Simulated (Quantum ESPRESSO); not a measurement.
# Pressure against volume in bcc Nb (space group 229) (Quantum ESPRESSO, PBEsol)

```yaml
crystal:
  lattice:
    - [-1.60209, 1.60209, 1.60209]
    - [1.60209, -1.60209, 1.60209]
    - [1.60209, 1.60209, -1.60209]
  atoms:
    - { symbol: Nb, position: [0.00000, 0.00000, 0.00000] }
```

Computed with PBEsol, GBRV 1.5 ultrasoft (PBESOL) pseudopotentials (plane waves; Quantum ESPRESSO). Settings: ecutwfc = 52 Ry; ecutrho = 416 Ry; occupations = smearing; smearing = fermi-dirac; degauss = 0.0036749 Ry; potentials = {Nb: nb_pbesol_v1.uspp.F.UPF}; K_POINTS = automatic 25 25 25 0 0 0; conv_thr = 1e-10 Ry. The cell above is the first row's. The rows scale it uniformly. In all rows the k mesh is held.

```
V (Å^3/atom)  P (GPa)
------------  -------
16.448              ?
16.806           7.70
17.163           3.49
17.521          -0.36
17.879          -3.87
18.236          -7.08
18.594         -10.00
18.951         -12.66
19.309         -15.08
```

Question: Using a cubic, estimate the missing P at V = 16.448 from the other rows, showing the fit.

Answer: With u = V - 18.1, the rows have u = -1.2940, -0.9370, -0.5790, -0.2210, 0.1360, 0.4940, 0.8510, 1.2090. Least squares gives P = -5.893 - 8.8623·u + 1.1520·u² - 0.0895·u³. Residuals (row less fit): 0.002, -0.006, -0.002, 0.007, -0.003, 0.001, -0.004, 0.002; standard error 0.006 (degrees of freedom: 4). The fitted pressure is zero at V0 = 17.49, where dP/dV = -10.38, so B0 = -V0·dP/dV = 181 GPa. At the withheld row, u = -1.6520, so P = -5.893 - 8.8623 × (-1.6520) + 1.1520 × (-1.6520)² - 0.0895 × (-1.6520)³ = 12.295 GPa. The calculation gives 12.33 GPa, 0.035 GPa above the prediction (0.1 % of the range of P in the table). The row lies outside the fitted rows, so this is an extrapolation. From the scatter of the fitted rows alone, a prediction at this place has a standard error of 0.015 GPa, so the miss is 2.3 times that.

Carrying the step between the two nearest rows on in a straight line would have given 11.92, off by 0.41; series whose last step already gives the withheld value aren't shown. The scan was laid around a cell of about the measured size, scaled by a guess for this functional. Spin polarisation is off. Cutoffs and mesh are single choices, not tested for convergence of this quantity. Series with a scatter that would blur these digits, or in which a gap closes, are not shown.
